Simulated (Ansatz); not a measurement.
Ansatz (a first-principles code) run on MgTi (Amm2, 10 atoms in the cell): self-consistent single point.

Level of theory: PBEsol, default PAW files made with PBE (plane waves; Ansatz).

```yaml
crystal:
  lattice:
    - [4.76812, 0.00000, 0.00000]
    - [0.00000, 8.18373, 2.49880]
    - [0.00000, -8.18373, 2.49880]
  atoms:
    - { symbol: Mg, position: [0.00000, 0.98103, 0.76983] }
    - { symbol: Mg, position: [0.00000, 0.76983, 0.98103] }
    - { symbol: Mg, position: [0.50000, 0.76464, 0.76464] }
    - { symbol: Mg, position: [0.50000, 0.16430, 0.37338] }
    - { symbol: Mg, position: [0.50000, 0.37338, 0.16430] }
    - { symbol: Ti, position: [0.00000, 0.17112, 0.58156] }
    - { symbol: Ti, position: [0.00000, 0.58156, 0.17112] }
    - { symbol: Ti, position: [0.50000, 0.95355, 0.53691] }
    - { symbol: Ti, position: [0.50000, 0.53691, 0.95355] }
    - { symbol: Ti, position: [0.00000, 0.37049, 0.37049] }
```

Reference input (self-consistent single point, DFT, PBEsol, plane waves, default PAW files made with PBE): kpoints.mp_grid.grid = 6 6 6; hamiltonian.xc = pbesol; hamiltonian.pseudopotentials = {kind: paw} (the program's default PAW files); scf.occupations.method = cold; scf.occupations.width = 0.01 Ry. This run's input differs from it in these lines:

Ansatz 0.2 input:
```diff
@@ -18,3 +18,3 @@
 kpoints:
-  mp_grid: { grid: [6, 6, 6] }
+  mp_grid: { grid: [5, 5, 5] }
 hamiltonian:
@@ -23,3 +23,3 @@
 scf:
-  occupations: { method: cold, width: 0.01 Ry }
+  occupations: { method: cold, width: 0.0022 Ry }
 output:
```

Log, with long lists cut:

```
SCF iter   1: F=—  HF=-21927.890013 eV  |F-HF|=—  |Δ(HF+E_count)|=         —  Δρ=9.00e-3  dr2=3.73e-1  ethr=1.77e-3  ⟨swp⟩=6.6  Hψ=6161  notcnv=0
all-band conjugate gradients solve this SCF's bands
preconditioner: auto → Resta (q_TF=auto, 2.480 Å⁻¹)
SCF iter   2: F=—  HF=-21927.858940 eV  |F-HF|=—  |Δ(HF+E_count)|=   3.11e-2  S|Δr|=    0.00e0  Δρ=3.79e-3  dr2=6.25e-2  ethr=3.39e-4  ⟨swp⟩=2.0  Hψ=2984  notcnv=0  defer=115
   [... lines left out ...]
SCF iter   5: F=—  HF=-21927.852391 eV  |F-HF|=—  |Δ(HF+E_count)|=   2.51e-5  S|Δr|=    0.00e0  Δρ=7.03e-5  dr2=2.79e-5  ethr=3.21e-7  ⟨swp⟩=1.6  Hψ=1743  notcnv=0  defer=115
SCF iter   6: F=—  HF=-21927.852609 eV  |F-HF|=—  |Δ(HF+E_count)|=   2.18e-4  S|Δr|=    0.00e0  Δρ=2.66e-5  dr2=2.11e-6  ethr=2.53e-8  ⟨swp⟩=2.0  Hψ=2329  notcnv=0  defer=115
SCF iter   7: F=-21927.852608 eV  HF=-21927.852608 eV  |F-HF|=4.63e-8  |Δ(HF+E_count)|=   2.71e-7  S|Δr|=    0.00e0  Δρ=4.53e-6  dr2=6.31e-8  ethr=9.09e-11  ⟨swp⟩=9.8  Hψ=8434  notcnv=0
SCF 1 converged in 7 iterations: F = -21927.852608 eV  dr2 = 6.31e-8
Stability not checked (fill_not_monotonic)
Free energy (F): -21927.852608 eV
Internal energy: -21927.853595 eV  (E = F + TS)
E sigma→0 (E₀):  -21927.852937 eV
Entropy (-TS):   0.000986 eV (0.099 meV/atom)
Fermi energy:    8.972640 eV
--- Forces (eV/Å), atoms counted from 1 ---
  atom   1  Mg    -0.00000000     0.06726071    -0.05550653
  atom   2  Mg    -0.00000000    -0.06726071    -0.05550653
  atom   3  Mg     0.00000000     0.00000000     0.04308495
  atom   4  Mg     0.00000000    -0.04394603     0.06027674
   [... lines left out ...]
  atom  10  Ti    -0.00000000     0.00000000    -0.04085488
--- Stress (GPa, compression-positive) ---
       -2.831595       0.000000       0.000000
        0.000000      -2.058589       0.000000
        0.000000       0.000000      -2.664675
  P = ⅓ Tr σ = -2.5183 GPa (-25.183 kbar)
  The stress holds the Pulay correction. Without it, at fixed plane waves, as pw.x and ABINIT print it: P = -2.5233 GPa
```

The run converged in 7 iterations. Against the reference run the free energy stays essentially unchanged (within 1 meV/atom), the pressure hardly changes (-2.54 to -2.52 GPa) and the largest force goes from 0.128 to 0.098 eV/Å.

The starting cell comes from a database of computed structures (which also holds hypothetical and non-ambient phases and stackings), without a prior relaxation at this level. Spin polarisation is off. Ansatz's pressure includes its estimate of the finite-basis (Pulay) stress.

Cost on one core of a shared machine: roughly 40 s.
